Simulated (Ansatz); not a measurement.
Input:

```
CELL_PARAMETERS angstrom
      4.56842     0.00000     0.00000
      0.00000     4.56842     0.00000
      0.00000     0.00000     2.94222
ATOMIC_POSITIONS crystal
  Ti 0.00000 0.00000 0.00000
  Ti 0.50000 0.50000 0.50000
  O  0.30369 0.30369 0.00000
  O  0.80369 0.19631 0.50000
  O  0.19631 0.80369 0.50000
  O  0.69631 0.69631 0.00000
```

No spin polarisation.

Computed with PBE in Ansatz (plane waves to 420 eV, PAW, no spin-orbit coupling). k-mesh 7×7×11 (Γ-centred); smearing 0.05 eV (Fermi–Dirac).

Task: What valence-band top at Γ (three highest levels, from the VBM) does the calculation give?

Result: 0.00, -0.47, -0.47 eV.

Task: Predict the electron mass.

Result: 0.56 mₑ along c, 1.1 mₑ across (at Γ).

Task: Estimate the band gap.

Result: 1.89 eV.

Load acts through the strain it causes; cell and atoms are relaxed under it. Masses are band curvatures over ±0.01 Å⁻¹ around the edge. No phonon test of stability was made. Competing high-pressure phases were not computed. All final runs are without spin polarisation. The cell was made from TiO2 in the rutile structure (space group P4_2/mnm, No. 136) by this change: pressure 9 GPa.

Ansatz is a first-principles code.
